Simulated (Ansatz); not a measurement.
Adsorption energy and surface dipole of O on the 1x1 (0001) surface of hcp Co, ferromagnetic, one in a 2x2 cell, started at the site 'hollow Co-Co-Co over Co at depth 2.0 Å', worked from the runs' numbers; total energies count from the potentials' own zero.

All values below come from PBE (plane waves to 420 eV, PAW; Ansatz, a program for electronic structure).

Slab: 17 atoms, 6.0 Å thick at the start under the adsorbate (thin: gaps and levels are the slab's own); k 7x7x1, smearing 0.1 eV, dipole-corrected; 8 atoms held, the rest relaxed; start symmetry kept, larger cells not searched; spin-polarised, no spin-orbit, no U, no dispersion correction. At the end it is bonded to 3 Co. In PBE it is, or lies within 0.03 eV of, the lowest of the starts that converged.

```json
[
 {"quantity": "slab with the adsorbate", "value": "-82580.262 eV"},
 {"quantity": "clean slab, same cell and mesh", "value": "-82012.697 eV"},
 {"quantity": "reference, ½ O2(g)", "value": "-564.968 eV"},
 {"quantity": "area of the cell", "value": "21.53 Å²"},
 {"quantity": "change of the step from the bottom to the top vacuum level", "value": "0.495 eV"}
]
```

Question: What is the adsorption energy against this reference?

Answer: E(slab + adsorbate) − E(slab) − E(reference) = -2.60 eV, so in this state the adsorbate is more stable than in the reference, at a coverage of 4.65 a nm².

Question: What dipole does adsorption add to the slab along the outward normal (Helmholtz relation, ε₀ = 0.005526 e/(V·Å))?

Answer: p = −ε₀·A·ΔV = -0.059 e·Å = -0.28 D; its negative end points to the vacuum, which raises the vacuum level.
